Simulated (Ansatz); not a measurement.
Take ZrS2 in the CdI2 type structure (space group P-3m1, No. 164; a = 3.635 Å, c = 5.720 Å; layered, stacked along the Cartesian z axis) as the base. Axes: x lies along a and z along c of the hexagonal cell.

(Cell as relaxed with PBE-D3(BJ).)

Levels (all Ansatz, a first-principles code, PAW): PBE-D3(BJ) (420 eV, without spin-orbit coupling); r2SCAN+rVV10 (500 eV, without spin-orbit coupling).

Each level relaxes its own structure.

```
base                 PBE-D3(BJ)  r2SCAN+rVV10
-------------------  ----------  ------------
volume per atom        21.81 Å³      22.84 Å³
lattice parameter a     3.635 Å       3.674 Å
band gap                0.66 eV       1.17 eV
```

One thing is altered: uniaxial stress, 3 GPa compression along z; all other stress components relax to zero.

| quantity | PBE-D3(BJ) | r2SCAN+rVV10 |
|---|---|---|
| band gap | 0.44 eV | [?] |
| shift of the gap caused by the change | -0.22 eV | [?] |
| volume per atom | 20.95 Å³ | [?] |

### Question
What does r2SCAN+rVV10 give?

### Answer

- band gap, r2SCAN+rVV10: 0.92 eV
- shift of the gap caused by the change, r2SCAN+rVV10: -0.25 eV
- volume per atom, r2SCAN+rVV10: 21.78 Å³

PBE-D3(BJ)'s band gap lies 0.48 eV below r2SCAN+rVV10's; PBE-D3(BJ)'s shift of the gap caused by the change lies 0.03 eV above r2SCAN+rVV10's; PBE-D3(BJ)'s volume per atom lies 0.83 Å³ below r2SCAN+rVV10's (3.8 %). Neither level is exact; r2SCAN+rVV10 is the comparison here, not a measurement.

Load acts through the strain it causes; cell and atoms are relaxed under it. Gaps are Kohn–Sham eigenvalue differences; semilocal functionals usually give less than the measured gap. Stability under load was not tested beyond the relaxation.
